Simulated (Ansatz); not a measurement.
The parent structure is BeSe in the zinc blende structure (space group F-43m, No. 216; a = 5.1289 Å).

It is then changed as follows: cell and atoms relaxed at a pressure of 0.3 GPa.

Levels (all Ansatz, a program for electronic structure, PAW): PBEsol (420 eV, spin-orbit coupling left out); PBEsol+SOC (420 eV, with spin-orbit coupling).

The geometry is relaxed with PBEsol.

| Item | Value |
|---|---|
| PBEsol lowest conduction level above the VBM at special points | X 2.46 eV; K 3.63 eV; U 3.63 eV; L 4.31 eV |
| PBEsol valence-band top at Γ | 0.00, 0.00, 0.00 eV |
| PBEsol smallest direct gap | 4.31 eV |

With PBEsol+SOC at the same geometry, the lowest conduction level above the VBM at special points becomes X 2.31 eV; K 3.48 eV; U 3.48 eV; L 4.16 eV (PBEsol: X 2.46 eV; K 3.63 eV; U 3.63 eV; L 4.31 eV); the valence-band top at Γ (three highest Kramers pairs, from the VBM) goes from 0.00, 0.00, 0.00 eV to 0.00, 0.00, -0.45 eV; the hole mass (degenerate bands, along [100]) is 0.27, 0.44 mₑ (at Γ); the smallest direct gap decreases by 0.14 eV to 4.17 eV. The threefold valence maximum splits by Δso ≈ 0.45 eV.

Single points use the geometry relaxed with PBEsol. The spin-orbit shifts are approximate. Load acts through the strain it causes; cell and atoms are relaxed under it. Masses are band curvatures over ±0.01 Å⁻¹ around the edge. Whether these cells are dynamically stable was not tested.
